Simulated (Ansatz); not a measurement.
## ZnSiP2, pressure series

The reference is ZnSiP2 in the chalcopyrite structure (space group I-42d, No. 122; a = 5.419 Å, c = 10.540 Å).

Cell and atoms are relaxed at each pressure.

Calculations: Kohn–Sham DFT with the PBE functional, run in Ansatz (an electronic-structure program) with PAW and 420 eV plane waves, no SOC.

Candidates:
(a) pressure 15 GPa
(b) pressure 9 GPa
(c) pressure 2.1 GPa
(d) pressure 30 GPa

Base values:

```
Item        Value
--------  -------
Band gap  1.36 eV
```

**Question.** Order them by band gap, lowest first.

**Answer.** (d) pressure 30 GPa (0.76 eV), (a) pressure 15 GPa (1.02 eV), (b) pressure 9 GPa (1.14 eV), (c) pressure 2.1 GPa (1.30 eV)

Load acts through the strain it causes; cell and atoms are relaxed under it. Whether these cells are dynamically stable was not tested. No other phases were tried under pressure.
